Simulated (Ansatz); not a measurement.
Ansatz (a quantum-chemistry and plane-wave program) run on NbH (Cmm2, 4 atoms in the cell): self-consistent single point.

Computed with PBEsol, default PAW files made with PBE (plane waves; Ansatz).

```xyz
4
Lattice="1.8398 -2.3860 0.0000 1.8398 2.3860 0.0000 0.0000 0.0000 4.7898" Properties=species:S:1:pos:R:3 pbc="T T T"
Nb     1.8398    -1.1930     1.3377
Nb     1.8398     1.1930     3.5021
H      0.9199     0.0000     0.0000
H      2.7597     0.0000     0.0000
```

Reference input (self-consistent single point, DFT, PBEsol, plane waves, default PAW files made with PBE): basis.ecutwfc = 30.9 Ry; kpoints.mp_grid.grid = 11 11 7; hamiltonian.xc = pbesol; hamiltonian.pseudopotentials = {kind: paw} (the program's default PAW files); scf.occupations.method = fermi_dirac; scf.occupations.width = 0.0073 Ry. This run's input differs from it in these lines:

Ansatz 0.2 input:
```diff
@@ -12,3 +12,3 @@
 basis:
-  ecutwfc: 30.9 Ry
+  ecutwfc: 18.4 Ry
 kpoints:
```

The program printed (abridged):

```
SCF iter   1: F=—  HF=-9022.241977 eV  |F-HF|=—  |Δ(HF+E_count)|=         —  Δρ=1.62e-2  dr2=5.70e-2  ethr=1.77e-3  ⟨swp⟩=4.8  Hψ=10527  notcnv=0
all-band conjugate gradients solve this SCF's bands
preconditioner: auto → Kerker (q_TF=auto, 2.549 Å⁻¹)
SCF iter   2: F=—  HF=-9022.227428 eV  |F-HF|=—  |Δ(HF+E_count)|=   1.45e-2  Δρ=8.15e-3  dr2=1.47e-2  ethr=2.04e-4  ⟨swp⟩=2.2  Hψ=5279  notcnv=0
SCF iter   3: F=—  HF=-9022.223576 eV  |F-HF|=—  |Δ(HF+E_count)|=   3.85e-3  Δρ=1.02e-3  dr2=5.75e-4  ethr=5.24e-5  ⟨swp⟩=2.0  Hψ=4513  notcnv=0
SCF iter   4: F=—  HF=-9022.223498 eV  |F-HF|=—  |Δ(HF+E_count)|=   7.83e-5  Δρ=2.71e-4  dr2=8.27e-5  ethr=2.05e-6  ⟨swp⟩=2.0  Hψ=3195  notcnv=0
SCF iter   5: F=—  HF=-9022.223404 eV  |F-HF|=—  |Δ(HF+E_count)|=   9.36e-5  Δρ=1.05e-4  dr2=1.06e-5  ethr=2.95e-7  ⟨swp⟩=2.0  Hψ=3091  notcnv=0
SCF iter   6: F=—  HF=-9022.223402 eV  |F-HF|=—  |Δ(HF+E_count)|=   1.79e-6  Δρ=2.01e-5  dr2=2.13e-7  ethr=3.77e-8  ⟨swp⟩=2.0  Hψ=3350  notcnv=0
SCF iter   7: F=-9022.223402 eV  HF=-9022.223402 eV  |F-HF|=3.33e-9  |Δ(HF+E_count)|=   5.28e-8  Δρ=4.41e-6  dr2=8.09e-9  ethr=3.57e-10  ⟨swp⟩=4.0  Hψ=8017  notcnv=0
SCF 1 converged in 7 iterations: F = -9022.223402 eV  dr2 = 8.09e-9
Free energy (F): -9022.223402 eV
Internal energy: -9022.190434 eV  (E = F + TS)
E sigma→0 (E₀):  -9022.206918 eV
Entropy (-TS):   -0.032968 eV (-8.242 meV/atom)
Fermi energy:    16.081080 eV
--- Forces (eV/Å), atoms counted from 1 ---
  atom   1  Nb     0.00000000    -0.00000000    -0.73107701
  atom   2  Nb     0.00000000     0.00000000     0.50477402
  atom   3  H      0.00000000     0.00000000     0.11315035
  atom   4  H      0.00000000     0.00000000     0.11315035
--- Stress (GPa, compression-positive) ---
       -6.198716       0.000000      -0.000000
        0.000000      -6.308191      -0.000000
       -0.000000      -0.000000      -5.063241
  P = ⅓ Tr σ = -5.8567 GPa (-58.567 kbar)
  The stress holds the Pulay correction. Without it, at fixed plane waves, as pw.x and ABINIT print it: P = -24.6925 GPa
```

The run converged in 7 iterations. Against the reference run the free energy rises by 206 meV/atom, the pressure goes from -5.15 to -5.86 GPa and the largest force goes from 0.750 to 0.731 eV/Å.

The starting cell comes from a database of computed structures (which also holds hypothetical and non-ambient phases and stackings), without a prior relaxation at this level. Its lattice was rescaled by up to half a per cent. One atom was moved a little off its site on purpose. Spin polarisation is off. Ansatz's pressure includes its estimate of the finite-basis (Pulay) stress. Without the estimate this run gives -24.69 GPa. The cutoff lies below the one recommended for these files.
